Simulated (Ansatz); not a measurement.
The parent structure is GaSb in the zinc blende structure (space group F-43m, No. 216; a = 6.132 Å).

Level of theory: r2SCAN (Ansatz, an electronic-structure program, PAW, spin-orbit coupling left out).

For the base:

| Item | Result |
|---|---|
| Gap character | direct at Γ |

Perturbation: hole doping at 1.0×10^21 cm⁻³ (0.0577 per cell), with a uniform compensating background at fixed cell and a 300 K Fermi–Dirac width.

**Question.** What happens to the Fermi level from band edge?

**Answer.** The Fermi level relative to the doped band's edge (positive inside the band; to 0.05 eV) comes out as +0.35 eV.

**Question.** How does this affect the gap character?

**Answer.** The gap character is still direct at Γ.

Charged cell with a jellium background: band edges are those of the host's band count, energies are not comparable with the neutral cell, and many-body gap narrowing is missing. With Sb present, leaving out spin-orbit coupling can change the band edges. No phonon test of stability was made.
